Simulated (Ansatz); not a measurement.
composition SiGe, cell Si32Ge32, brought to this temperature after a much hotter stage [in the run: it was liquid; mean temperature 1954 K (target 1880 K); density 3.66 g/cm³; one k-point, which a denser mesh shifts by 0.1 GPa in pressure and 0.08 eV/Å in forces]. The atoms began on random sites, so units and networks may differ from a laboratory melt's. Bonds are counted up to Ge-Ge 3.70 Å, Ge-Si 3.66 Å, Si-Si 3.30 Å.

Q: What distribution of Ge-Si-Ge angles does PBE in Ansatz (a program for electronic structure) give?

A: mean 98°, standard deviation 33°.
| angle (°) | p (1/°) |
|---|---|
| 1.5 | 0.0000 |
| 4.5 | 0.0000 |
| 7.5 | 0.0000 |
| 10.5 | 0.0000 |
| 13.5 | 0.0000 |
| 16.5 | 0.0000 |
| 19.5 | 0.0000 |
| 22.5 | 0.0000 |
| 25.5 | 0.0000 |
| 28.5 | 0.0000 |
| 31.5 | 0.0000 |
| 34.5 | 0.0000 |
| 37.5 | 0.0001 |
| 40.5 | 0.0013 |
| 43.5 | 0.0039 |
| 46.5 | 0.0071 |
| 49.5 | 0.0087 |
| 52.5 | 0.0095 |
| 55.5 | 0.0098 |
| 58.5 | 0.0097 |
| 61.5 | 0.0102 |
| 64.5 | 0.0101 |
| 67.5 | 0.0101 |
| 70.5 | 0.0095 |
| 73.5 | 0.0100 |
| 76.5 | 0.0099 |
| 79.5 | 0.0101 |
| 82.5 | 0.0092 |
| 85.5 | 0.0096 |
| 88.5 | 0.0098 |
| 91.5 | 0.0095 |
| 94.5 | 0.0096 |
| 97.5 | 0.0097 |
| 100.5 | 0.0094 |
| 103.5 | 0.0093 |
| 106.5 | 0.0094 |
| 109.5 | 0.0093 |
| 112.5 | 0.0090 |
| 115.5 | 0.0091 |
| 118.5 | 0.0085 |
| 121.5 | 0.0083 |
| 124.5 | 0.0078 |
| 127.5 | 0.0076 |
| 130.5 | 0.0074 |
| 133.5 | 0.0069 |
| 136.5 | 0.0067 |
| 139.5 | 0.0056 |
| 142.5 | 0.0059 |
| 145.5 | 0.0054 |
| 148.5 | 0.0050 |
| 151.5 | 0.0043 |
| 154.5 | 0.0044 |
| 157.5 | 0.0039 |
| 160.5 | 0.0031 |
| 163.5 | 0.0032 |
| 166.5 | 0.0023 |
| 169.5 | 0.0017 |
| 172.5 | 0.0012 |
| 175.5 | 0.0007 |
| 178.5 | 0.0002 |
